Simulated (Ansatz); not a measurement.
The starting structures come from a database of crystals and need not be the phases stable at ambient conditions.

Tunnelling through a barrier is set by its complex band structure: the current falls as exp(−2κd) with the smallest κ.

Here is the system:

```
Zr3N4
1.0
    6.77517     0.00000     0.00000
    0.00000     6.77517     0.00000
    3.38759    -3.38759     3.38759
Zr N
6 8
Direct
  0.12500   0.12500   0.25000
  0.37500   0.37500   0.75000
  0.25000   0.87500   0.50000
  0.75000   0.62500   0.50000
  0.87500   0.75000   0.00000
  0.62500   0.25000   0.00000
  0.36968   0.63032   0.63032
  0.63032   0.50000   0.86968
  0.50000   0.00000   0.63032
  0.00000   0.36968   0.86968
  0.13032   0.50000   0.36968
  0.86968   0.13032   0.13032
  0.00000   0.86968   0.36968
  0.50000   0.00000   0.13032
```

Space group of this cell: I-43d. The cell is taken as given; by PBEsol its mean pressure is -5.6 GPa.

Transport runs along the normal of the first two printed cell vectors, the (001) plane of the conventional cell.

No gap correction and no spin-orbit coupling; mid-gap values are interpolated between computed energies.

**Question.** Estimate the band gap and the smallest decay constant κ at mid-gap that PBEsol run with Ansatz (a program for electronic structure) returns for this system.

**Answer.** Gap 0.62 eV on a 10×10×10 mesh; κ = 0.137 1/Å, at the zone centre.
